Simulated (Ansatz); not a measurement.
Base system: BAs in the zinc blende structure (space group F-43m, No. 216).

```
BAs
1.0
    0.00000     2.36609     2.36609
    2.36609     0.00000     2.36609
    2.36609     2.36609     0.00000
B As
1 1
Direct
  0.00000   0.00000   0.00000
  0.25000   0.25000   0.25000
```

Cartesian axes are those of the cell as printed.

The values are results of LDA/PAW in Ansatz (a quantum-chemistry and plane-wave program), scalar-relativistic without spin-orbit coupling, not measurements.

Base values:

Shortest interatomic distance: 2.049 Å
Smallest direct gap: 3.29 eV

The change: compressive biaxial strain of 2.50 % in the plane normal to [111], as in epitaxy on a mismatched substrate; the out-of-plane cell vector and the atoms relax.

Q: What happens to the ratio −ε⊥/ε∥?

A: The ratio −ε⊥/ε∥ is 0.26.

Q: What happens to the shortest interatomic distance?

A: The shortest interatomic distance drops by 0.038 Å to 2.011 Å.

Q: What does the calculation give for the smallest direct gap after the change?

A: The smallest direct gap shrinks by 0.46 eV to 2.83 eV.

Stability against distortions was not tested.
